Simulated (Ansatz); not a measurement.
**ZnSiP₂ in the chalcopyrite structure (space group I-42d, No. 122)**

```cif
data_P8Si4Zn4
_chemical_formula_sum 'Zn4 Si4 P8'
_space_group_name_H-M_alt 'I-42d'
_space_group_IT_number 122
_space_group_name_Hall 'I -4 2bw'
_cell_length_a 5.35308
_cell_length_b 5.35308
_cell_length_c 10.44517
_cell_angle_alpha 90.000
_cell_angle_beta 90.000
_cell_angle_gamma 90.000
loop_
_atom_site_label
_atom_site_type_symbol
_atom_site_symmetry_multiplicity
_atom_site_Wyckoff_symbol
_atom_site_fract_x
_atom_site_fract_y
_atom_site_fract_z
_atom_site_occupancy
Zn1 Zn 4 a 0.00000 0.00000 0.00000 1
Si1 Si 4 b 0.00000 0.00000 0.50000 1
P1 P 8 d 0.26455 0.25000 0.12500 1
```
(The calculation used a cell of 8 atoms; values per cell refer to that cell.)

Level of theory: DFT with PBEsol, PAW potentials and a 420 eV plane-wave cutoff in Ansatz (a program for electronic structure), without spin-orbit coupling. Γ-centred 9×9×9 mesh, Fermi–Dirac width 0.05 eV.

Volume per atom: 18.71 Å³
Density: 3.45 g/cm³
Band gap: 1.16 eV, direct at Γ
Electron mass: 1.4 mₑ along c, 0.25 mₑ across
Hole mass: 0.16 mₑ along c, 0.37 mₑ across
Total energy: -1345.939 eV/atom (σ→0; compares only within this code and set-up)

Effective masses come from finite differences of ±0.01 Å⁻¹. Stability against distortions was not tested.
